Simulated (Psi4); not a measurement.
Psi4 1.11, HF/def2-svpd, scf_type pk: In(F)(SeH)2 ([F][In]([SeH])[SeH]), 6 atoms. The geometry is a generated start, not checked to be a minimum at this level.

- task: energy
- method: scf
- basis: def2-svpd
- memory: 7 GB
- e_convergence: 1e-08
- d_convergence: 1e-07
- guess: auto, which took SAD (default)
- diis_max_vecs: 10 (default)
- scf_initial_accelerator: adiis (default)
- effective core potentials: those of the basis set, past Kr
- basis functions: 153

```xyz
6

In     0.3230    -0.1604    -0.1512
F      1.7764    -1.4047     0.4040
Se    -0.8426     0.5860     1.9772
H     -0.0435    -0.3658     2.6978
Se    -0.0043     0.3073    -2.6224
H     -1.2090     1.0376    -2.3054
```

The reference run uses exact four-centre integrals (scf_type = pk). Each setting ran once; only counts and results are compared.

Measured:

| setting | energy against the reference |
|---|---|
| scf_type = cd, cholesky_tolerance = 1e-06 | +0.26 meV/atom |
| scf_type = cd, cholesky_tolerance = 1e-05 | +1.0 meV/atom |
| scf_type = cd, cholesky_tolerance = 0.0001 (default) | +11 meV/atom |
| scf_type = cd, cholesky_tolerance = 0.01 | −210 meV/atom |

Q: Predict the row for scf_type = cd, cholesky_tolerance = 0.001.

A: energy against the reference: +68 meV/atom. Total energies are compared; such shifts often cancel in part in energy differences.
